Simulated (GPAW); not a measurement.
**A self-consistent single point of AlInSb₂ (P-4m2, 4 atoms in the cell) with GPAW**

Level of theory: PBEsol, GPAW PAW datasets PBEsol (made by gpaw-setup) (plane waves; GPAW).

The input file:

```python
from ase import Atoms
from ase.units import GPa
from gpaw import GPAW

atoms = Atoms(['Al', 'In', 'Sb', 'Sb'],
              cell=[[4.420553, 0.000000, 0.000000],
                    [0.000000, 4.420553, 0.000000],
                    [0.000000, 0.000000, 6.228192]],
              scaled_positions=[[0.000000, 0.000000, 0.000000],
                                [0.500000, 0.500000, 0.500000],
                                [0.000000, 0.500000, 0.233370],
                                [0.500000, 0.000000, 0.766630]],
              pbc=True)

calc = GPAW(mode={'name': 'pw', 'ecut': 550},
            xc='PBEsol',
            kpts={'size': (4, 4, 3), 'gamma': True},
            occupations={'name': 'fermi-dirac', 'width': 0.02},
            nbands=-4,
            convergence={'forces': 0.001, 'bands': -2},
            symmetry={'symmorphic': False, 'tolerance': 0.0005},
            maxiter=150,
            txt='-')

atoms.calc = calc

energy = atoms.get_potential_energy()
print('Energy (eV):', round(energy, 6))
forces = atoms.get_forces()
print('Forces (eV/Ang):')
print(forces.round(5))
stress = atoms.get_stress()
print('Stress (GPa, Voigt):', (stress / GPa).round(4))
```

The program printed (abridged):

```
Input parameters:
  convergence: {bands: -2,
                forces: 0.001}
  kpts: {gamma: True,
         size: (4, 4, 3)}
  maxiter: 150
  mode: {ecut: 550,
         name: pw}
  nbands: -4
  occupations: {name: fermi-dirac,
                width: 0.02}
  symmetry: {symmorphic: False,
             tolerance: 0.0005}
  xc: PBEsol

species:
  Al:
    name: Aluminium
    Z: 13.0
    valence: 3
    core: 10
    charge: 0.0
    file: Al.PBEsol.gz

    # Using partial waves for Al as LCAO basis

  In:
    name: Indium
    Z: 49.0
    valence: 13
    core: 36
    charge: 0.0
    file: In.PBEsol.gz

    # Using partial waves for In as LCAO basis

  Sb:
    name: Antimony
    Z: 51.0
    valence: 15
    core: 36
    charge: 0.0
    file: Sb.PBEsol.gz

    # Using partial waves for Sb as LCAO basis

Reference energy: -518902.303874  # eV

Spin-paired calculation

Convergence criteria:
 Maximum [total energy] change in last 3 cyles: 0.0005 eV / valence electron
 Maximum integral of absolute [dens]ity change: 0.0001 electrons / valence electron
 Maximum integral of absolute [eigenst]ate change: 4e-08 eV^2 / valence electron
 Maximum change in the atomic [forces] across last 2 cycles: 0.001 eV/Ang OR
Maximum error relative to the maximum force is below inf
 Maximum number of scf [iter]ations: 150

Symmetries present (total): 8
Symmetries with fractional translations: 0
48 k-points: 4 x 4 x 3 Monkhorst-Pack grid + [1/8,1/8,0.000000]
12 k-points in the irreducible part of the Brillouin zone
       k-points in crystal coordinates                weights
   0:     0.00000000    0.00000000    0.00000000          1/48
   1:     0.00000000    0.00000000    0.33333333          2/48
   2:     0.25000000    0.00000000    0.00000000          4/48
   [... 7 lines left out ...]
          ...
  11:     0.50000000    0.50000000    0.33333333          2/48

Wave functions: Plane wave expansion
  Cutoff energy: 550.000 eV
  Number of coefficients (min, max): 3540, 3579
  Pulay-stress correction: 0.000000 eV/Ang^3 (de/decut=0.000000)

Occupation numbers: Fermi-Dirac:
  width: 0.0200  # eV

Eigensolver

Densities:
  Coarse grid: 24*24*35 grid
  Fine grid: 48*48*70 grid
  Total Charge: 0.000000

Density mixing:
  Method: separate
  Backend: pulay
  Linear mixing parameter: 0.05
  old densities: 5
  Damping of long wavelength oscillations: 50

Hamiltonian:
  XC and Coulomb potentials evaluated on a 48*48*70 grid
  External potential:
    NoExternalPotential

XC parameters: PBEsol with 2 nearest neighbor stencil

Number of atoms: 4
Number of atomic orbitals: 31
Number of bands in calculation: 27
Number of valence electrons: 46
Bands to converge: 25

Density initialized from atomic densities
  27 bands from LCAO basis set

Atomic positions and initial magnetic moments

Positions:
   0 Al     0.000000    0.000000    0.000000    ( 0.0000,  0.0000,  0.0000)
   1 In     2.210276    2.210276    3.114096    ( 0.0000,  0.0000,  0.0000)
   2 Sb     0.000000    2.210276    1.453473    ( 0.0000,  0.0000,  0.0000)
   3 Sb     2.210276    0.000000    4.774719    ( 0.0000,  0.0000,  0.0000)

Unit cell:
           periodic     x           y           z      points  spacing
  1. axis:    yes    4.420553    0.000000    0.000000    24     0.1842
  2. axis:    yes    0.000000    4.420553    0.000000    24     0.1842
  3. axis:    yes    0.000000    0.000000    6.228192    35     0.1779

  Lengths:   4.420553   4.420553   6.228192
  Angles:   90.000000  90.000000  90.000000

Effective grid spacing dv^(1/3) = 0.1821

     iter     time        total  log10-change:
                         energy   eigst   dens  force
iter:   1 --:--:--   -17.325449   +0.82
iter:   2 --:--:--   -17.400736   +0.07  -1.36
iter:   3 --:--:--   -17.328153   -0.55  -1.37
iter:   4 --:--:--   -17.301399   -0.79  -1.45
iter:   5 --:--:--   -17.238523   -1.90  -1.90
iter:   6 --:--:--   -17.243394   -2.44  -2.23
iter:   7 --:--:--   -17.245574c  -1.92  -2.33
iter:   8 --:--:--   -17.238876c  -3.10  -2.43
iter:   9 --:--:--   -17.237991c  -3.02  -2.82
iter:  10 --:--:--   -17.238075c  -4.31  -3.01
iter:  11 --:--:--   -17.237869c  -4.80  -3.38
iter:  12 --:--:--   -17.237875c  -5.22  -3.77
iter:  13 --:--:--   -17.237860c  -5.84  -3.70
iter:  14 --:--:--   -17.237862c  -6.15  -3.95
iter:  15 --:--:--   -17.237860c  -6.63  -4.06c
iter:  16 --:--:--   -17.237860c  -6.96  -3.96
iter:  17 --:--:--   -17.237860c  -7.53c -4.33c
iter:  18 --:--:--   -17.237859c  -7.86c -4.39c -2.57
iter:  19 --:--:--   -17.237859c  -7.84c -4.53c -2.87
iter:  20 --:--:--   -17.237859c  -8.50c -4.81c -4.08c

Converged after 20 iterations.

Dipole moment: (0.000000, 0.000000, -0.000000) |e|*Ang

Energy contributions relative to reference atoms: (reference = -518902.303874)

Kinetic:        +19.794150
Potential:      -17.777597
External:        +0.000000
XC:             -19.785779
Entropy (-ST):   -0.000000
Local:           +0.531367
SIC:             +0.000000
--------------------------
Free energy:    -17.237859
Extrapolated:   -17.237859

Showing only first 2 kpts
 Kpt  Band  Eigenvalues  Occupancy
  0    21      4.78852    2.00000
  0    22      4.78852    2.00000
  0    23      5.56384    0.00000
  0    24      6.03790    0.00000

  1    21      3.90975    2.00000
  1    22      3.90975    2.00000
  1    23      5.92441    0.00000
  1    24      6.55129    0.00000

Fermi level: 5.18434

Gap: 0.775 eV
Transition (v -> c):
  (s=0, k=0, n=22, [0.00, 0.00, 0.00]) -> (s=0, k=0, n=23, [0.00, 0.00, 0.00])
No difference between direct/indirect transitions
Energy (eV): -17.237859

Forces in eV/Ang:
  0 Al    0.00000    0.00000    0.00000
  1 In    0.00000    0.00000    0.00000
  2 Sb    0.00000    0.00000   -0.02409
  3 Sb   -0.00000    0.00000    0.02409

Stress tensor:
    -0.013210     0.000000     0.000000
     0.000000    -0.013210     0.000000
     0.000000     0.000000    -0.008847
Stress (GPa, Voigt): [-2.1164 -2.1164 -1.4175  0.      0.      0.    ]
```

The run converged in 20 iterations. GPAW prints stress with tension positive.

The starting cell comes from a database of computed structures (which also holds hypothetical and non-ambient phases and stackings), without a prior relaxation at this level. Its lattice was rescaled by a random factor within 2.5 % of one. Spin-orbit coupling is off.

Cost on one core of a shared machine: roughly 60 s.
